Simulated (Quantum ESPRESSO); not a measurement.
A self-consistent single point of YAlCo4 (P-6m2, 6 atoms in the cell) with Quantum ESPRESSO.

Method: PBEsol, PSlibrary ultrasoft (PBE) pseudopotentials (plane waves; Quantum ESPRESSO).

```yaml
crystal:
  lattice:
    - [5.04586, 0.00000, 0.00000]
    - [-2.52293, 4.36984, 0.00000]
    - [0.00000, 0.00000, 3.87133]
  atoms:
    - { symbol: Y, position: [0.66667, 0.33333, 0.00000] }
    - { symbol: Al, position: [0.00000, 0.00000, 0.00000] }
    - { symbol: Co, position: [0.33333, 0.66667, 0.00000], spin: 3.0 }
    - { symbol: Co, position: [0.65987, 0.82993, 0.50000], spin: 3.0 }
    - { symbol: Co, position: [0.17007, 0.34013, 0.50000], spin: 3.0 }
    - { symbol: Co, position: [0.17007, 0.82993, 0.50000], spin: 3.0 }
```
(The spins are starting values, not results.)

Reference input (self-consistent single point, DFT, LDA (PZ), plane waves, PSlibrary ultrasoft (LDA) pseudopotentials): ecutwfc = 55 Ry; ecutrho = 385 Ry; occupations = smearing; smearing = gaussian; degauss = 0.0036749 Ry; nspin = 2; K_POINTS = automatic 5 5 6 0 0 0; conv_thr = 1e-10 Ry; mixing_beta = 0.3. This run's input differs from it in these lines:

```diff
@@ -12,4 +12,4 @@
    ntyp = 3
-   ecutwfc = 55
-   ecutrho = 385
+   ecutwfc = 50
+   ecutrho = 350
    occupations = 'smearing'
@@ -19,2 +19,3 @@
    starting_magnetization(3) = 0.333
+   input_dft = 'pbesol'
 /
@@ -25,5 +26,5 @@
 ATOMIC_SPECIES
-Y     88.9058  Y.pz-spn-rrkjus_psl.1.0.0.UPF
-Al    26.9815  Al.pz-n-rrkjus_psl.1.0.0.UPF
-Co    58.9332  Co.pz-n-rrkjus_psl.1.0.0.UPF
+Y     88.9058  Y.pbe-spn-rrkjus_psl.1.0.0.UPF
+Al    26.9815  Al.pbe-n-rrkjus_psl.1.0.0.UPF
+Co    58.9332  Co.pbe-n-rrkjus_psl.1.0.0.UPF
 CELL_PARAMETERS angstrom
```

Output, abridged:

```
     Self-consistent Calculation

     iteration #  1     ecut=    50.00 Ry     beta= 0.30

     Threshold (ethr) on eigenvalues was too large:
     Diagonalizing with lowered threshold

     total energy              =    -391.58833514 Ry
     estimated scf accuracy    <       0.38570483 Ry

     total magnetization       =     5.98 Bohr mag/cell
     absolute magnetization    =     6.34 Bohr mag/cell

     iteration #  2     ecut=    50.00 Ry     beta= 0.30

     total energy              =    -391.62484911 Ry
     estimated scf accuracy    <       0.36625133 Ry

     total magnetization       =     6.33 Bohr mag/cell
   [... lines left out ...]
     estimated scf accuracy    <          6.2E-10 Ry

     total magnetization       =     4.68 Bohr mag/cell
     absolute magnetization    =     5.94 Bohr mag/cell

     iteration # 24     ecut=    50.00 Ry     beta= 0.30

     Magnetic moment per site  (integrated on atomic sphere of radius R)
     atom   1 (R=0.238)  charge=  8.6617  magn= -0.1532
     atom   2 (R=0.200)  charge=  1.2155  magn= -0.0367
     atom   3 (R=0.197)  charge=  7.4272  magn=  1.5133
     atom   4 (R=0.197)  charge=  7.4317  magn=  1.2541
     atom   5 (R=0.197)  charge=  7.4317  magn=  1.2541
     atom   6 (R=0.197)  charge=  7.4317  magn=  1.2541
     End of self-consistent calculation

     the Fermi energy is    12.0072 ev

!    total energy              =    -391.72632083 Ry
     estimated scf accuracy    <          1.3E-11 Ry
     smearing contrib. (-TS)   =      -0.00072063 Ry
     internal energy E=F+TS    =    -391.72560020 Ry

     total magnetization       =     4.68 Bohr mag/cell
     absolute magnetization    =     5.94 Bohr mag/cell

     convergence has been achieved in  24 iterations

     Forces acting on atoms (cartesian axes, Ry/au):

     atom    1 type  1   force =     0.00000000    0.00000000    0.00000000
     atom    2 type  2   force =     0.00000000    0.00000000    0.00000000
     atom    3 type  3   force =     0.00000000    0.00000000    0.00000000
     atom    4 type  3   force =    -0.00209350   -0.00120868    0.00000000
   [... lines left out ...]

     Total force =     0.004187     Total SCF correction =     0.000001

          total   stress  (Ry/bohr**3)                   (kbar)     P=      -59.68
  -0.00042160   0.00000000   0.00000000          -62.02        0.00        0.00
   0.00000000  -0.00042160  -0.00000000            0.00      -62.02       -0.00
   0.00000000  -0.00000000  -0.00037380            0.00       -0.00      -54.99

   JOB DONE.
```

The run converged in 24 iterations. Against the reference run the pressure goes from -11.36 to -5.97 GPa, the largest force goes from 0.171 to 0.062 eV/Å and the size of the net moment goes from 0.68 to 0.78 μB/atom. The full log also holds: “c_bands:  1 eigenvalues not converged”.

The starting cell comes from a database of computed structures (which also holds hypothetical and non-ambient phases and stackings), without a prior relaxation at this level. The magnetic order is the one reached from the typed start; others were not searched systematically. With a pressure of about -6 GPa the cell is away from its equilibrium volume at this level.

Cost on one core of a shared machine: roughly 2 min.
